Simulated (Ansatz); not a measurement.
Start from KTaO3 in the cubic perovskite structure (space group Pm-3m, No. 221; a = 4.024 Å).

Level of theory: DFT with PBE, PAW potentials and a 420 eV plane-wave cutoff in Ansatz (a quantum-chemistry and plane-wave program), no SOC.

For the base:

```
Property                Value
-------------------  --------
Volume per atom      13.04 Å³
Band gap              2.16 eV
Smallest direct gap   2.78 eV
```

The change: hydrostatic tension (pressure −1 GPa).

Task: What does the calculation give for the volume per atom after the change?

Result: The volume per atom goes up by 0.07 Å³, from 13.04 Å³ to 13.11 Å³.

Task: What does the calculation give for the band gap after the change?

Result: The band gap decreases by 0.01 eV, from 2.16 eV to 2.15 eV.

Task: Estimate the effect on the smallest direct gap.

Result: The smallest direct gap drops by 0.01 eV, from 2.78 eV to 2.77 eV.

Spin-orbit coupling, missing from the scalar runs, can matter with Ta. Load acts through the strain it causes; cell and atoms are relaxed under it. No phonon test of stability was made.
